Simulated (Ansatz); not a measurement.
Spinel FeAl2O4, treated with BLYP (plane waves, PAW; Ansatz, an electronic-structure program).

Run with plane-wave cutoff 520 eV, 12×12×12 k mesh, Fermi–Dirac smearing 0.05 eV, spin-polarised with parallel moments, scalar-relativistic PAW data made under PBE.

Computed at the level's own relaxed cell.

### Question
Predict the volume per atom, bulk modulus, lattice parameter a and pressure derivative B′ of the bulk modulus.

### Answer

* **volume per atom**: 10.11 Å³/atom
* **bulk modulus**: 179 GPa
* **lattice parameter a**: 8.273 Å
* **pressure derivative B′ of the bulk modulus**: 4.2

Note: the magnetic order was assumed, not searched for or taken from measurement; functionals without U or exact exchange can leave correlated insulators metallic, so the missing gap need not be real.

The computed numbers hold no vibrational or temperature effects.

The result took around 30 core-minutes (rough).
